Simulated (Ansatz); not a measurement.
Consider AgI in the zinc blende structure (space group F-43m, No. 216).

```
AgI
1.0
    0.00000     3.31424     3.31424
    3.31424     0.00000     3.31424
    3.31424     3.31424     0.00000
Ag I
1 1
Cartesian
  0.00000   0.00000   0.00000
  1.65712   1.65712   1.65712
```

Method: Kohn–Sham DFT with the PBE functional, run in Ansatz (a program for electronic structure) with PAW and 420 eV plane waves, no spin-orbit coupling, earlier PAW set.

Before the change:

Volume per atom: 36.40 Å³
Electron mass: 0.18 mₑ (at Γ)

Perturbation: Cu takes the place of Ag on all its sites, then cell and atoms are relaxed.

Tabulated Pauling electronegativity and covalent radius: Ag 1.93, 1.45 Å; Cu 1.90, 1.32 Å.

**Question.** Predict the new volume per atom and electron mass.

**Answer.** The volume per atom drops by 8.34 Å³ to 28.06 Å³; the electron mass goes from 0.18 mₑ (at Γ) to 0.15 mₑ (at Γ).

Spin-orbit coupling, missing from the scalar runs, can matter with I. The levels and masses belong to the bands next to the band gap. Masses are band curvatures over ±0.01 Å⁻¹ around the edge. Whether these cells are dynamically stable was not tested. All final runs are without spin polarisation.
